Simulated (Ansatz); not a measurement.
Given:

```yaml
crystal:
  lattice:
    - [3.52938, 0.00000, 0.00000]
    - [0.00000, 4.39131, 0.00000]
    - [0.00000, 0.00000, 18.67823]
  atoms:
    - { symbol: Ge, position: [0.75000, 0.87626, 0.56934] }
    - { symbol: Ge, position: [0.25000, 0.37626, 0.43066] }
    - { symbol: S, position: [0.25000, 0.49834, 0.55761] }
    - { symbol: S, position: [0.75000, 0.99834, 0.44239] }
```

The numbers are results of PBE, rigid bands (plane waves, PAW, scalar-relativistic; Ansatz, a quantum-chemistry and plane-wave program), not measurements. Condition of this run: biaxial strain -3 %. Geometry: cell and atoms relaxed with PBE, then loaded as said.

What conductivity effective mass do dilute electrons have at 300 K?

0.45 (x), 0.23 (y) mₑ.

And the band gap?

1.35 eV at this level; semilocal functionals usually fall short of the measured gap.

Rigid bands, one relaxation time for all states, no polarons. Spin-orbit coupling is left out; where it splits the top of the valence band it changes the hole mass and lowers the gap by about a third of the splitting.
